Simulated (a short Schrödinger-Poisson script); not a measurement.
System: MOS inversion layer, HfO2 on p-type Si(111), at 400 K.

From the gate side: 3 nm HfO2; 910 nm Si, acceptors 2.2e17 cm⁻³.

Constants are typed, rounded textbook-type inputs, not results; the design itself was drawn at random and stands for no fabricated device. HfO2: permittivity 22, conduction-band edge (eV) 1.55, gap (eV) 5.7, electron mass (mₑ) 0.2. Si: permittivity 11.7, conduction-band edge (eV) 0, gap (eV) 1.124, Nv at 300 K (cm⁻³) 3.1e19.

Channel valleys (confinement mass, in-plane density-of-states mass, number): Δ6 0.258, 0.358, 6. At the gate the conduction-band edge of layer 1 lies 1.59 eV − eVg above the Fermi level of the channel; the field vanishes at the back. Gaps are held at their typed values at every temperature. Mesh 0.03 nm at interfaces.

From a short Schrödinger-Poisson script (our own, NumPy): 1D Poisson equation in equilibrium, electrons quantum, Hartree (BenDaniel-Duke, 12 states a valley, the channel's in-plane mass for all, wave functions ending at the dielectric), parabolic valleys, classical holes, full ionisation, no traps, pinning or gate leakage.

```tsv
Vg (V)	electrons (cm⁻²)	C (μF/cm²)	Δ6 E0 (meV from the Fermi level)
-0.15	3.57e9	0.174	318.3
-0.1	1.34e10	0.208	272.3
-0.05	4.86e10	0.333	227.6
0	1.58e11	0.660	186.7
0.05	4.10e11	1.17	153.2
0.1	8.32e11	1.65	128.2
0.15	1.40e12	2.03	109.6
0.2	2.07e12	2.31	95.4
0.25	2.82e12	2.52	84.0
0.3	3.63e12	2.69	74.5
0.35	4.49e12	2.84	66.5
0.4	5.39e12	2.96	59.5
0.45	6.33e12	3.06	53.2
0.5	7.30e12	3.15	47.6
0.55	8.29e12	3.23	42.5
0.6	9.31e12	3.30	37.8
0.65	1.04e13	3.37	33.4
0.7	1.14e13	3.43	29.3
0.75	1.25e13	3.48	25.5
0.8	1.36e13	3.53	21.8
```

Gate voltages with under 1e9 electrons/cm² are left out.

Q: At Vg = 0.8 V the lowest Δ6 subband lies at 21.8 meV from the Fermi level. How many electrons does it hold, and what share of all?

A: The two-dimensional density of states is g m/(πħ²) = 8.97e11 cm⁻² meV⁻¹ (both spins), kT = 34.5 meV, so n = D kT ln(1 + exp(−E/kT)) = 1.32e13 cm⁻², 0.97 of the 1.36e13 cm⁻² in all.

Q: Compare the slope of the sheet density between 0.7 and 0.8 V with the geometric capacitance of the layers between gate and channel.

A: q Δn/ΔV = 3.52 μF/cm²; ε0/Σ(t/ε) = 6.49 μF/cm². The ratio is 0.54: the channel acts as a further capacitance in series.
